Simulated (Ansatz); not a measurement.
Defect calculation: Ce on the Si site in alpha quartz

Computed with PBE, PAW (plane waves to 420 eV; Ansatz, a first-principles code). The supercell holds 243 host sites (3×3×3 repeats of a cell of 9 atoms), with a Γ-point k-point sampling for the final energies. Site at the start: the Si site. Energies of charged states are corrected for periodic images (point charge plus alignment at distant sites). Dielectric constants: PBE linear response of the host. Host gap at this level: 5.68 eV. Finite-size and sampling errors can reach tenths of an eV here. PBE underestimates the host's gap, which shifts levels and can delocalise carriers. Spin–orbit coupling is left out, and no Hubbard U is applied to the open shells. Each state is the lowest found from its start.

Formation energies E_f are given with the Fermi level at the valence-band maximum. Chemical conditions: O-rich (Δμ(Si) = -8.33 eV, Δμ(Ce) = -10.30 eV, bounded by ceria; only phases computed here count, gases as isolated molecules at 0 K); Si-rich (Δμ(Si) = 0.00 eV, Δμ(Ce) = -1.97 eV, bounded by ceria; only phases computed here count, gases as isolated molecules at 0 K). Reference phases: Ce: fcc Ce, Si: silicon.

Charges with a result: +1, 0, −1. Others weren't obtained, and one of them could lie lower, also by skipping a charge.

```tsv
charge	moment (μB)	point group	largest move off a lattice site (Å)	image correction with alignment (eV)	E_f, O-rich (eV)	E_f, Si-rich (eV)
+1†	fractional	–	0.62	0.32	–	–
0	not spin-polarised	C2	0.64	0.00	2.23	2.23
−1	1.0	–	0.77	0.17	6.27	6.28
```

† Not settled in this cell, so no level is given: charge +1: fractional moment, a level filled in part, level within 0.1 eV of a band edge or past it.

Point groups are those of the whole cell at tolerances of 0.03 and 0.1 Å ("near" where only the looser one holds); none is given for unsettled states.

Transition levels above the valence-band maximum: ε(0/−1) = 4.05 eV. With a charge missing or unsettled, these needn't be thermodynamic levels.

Flagged in the runs: a host whose relaxation on this sampling wasn't shown to rest, a strain field that reaches the edge of the cell, zone-centre sampling.

All states together cost very roughly 2.9 core-hours.
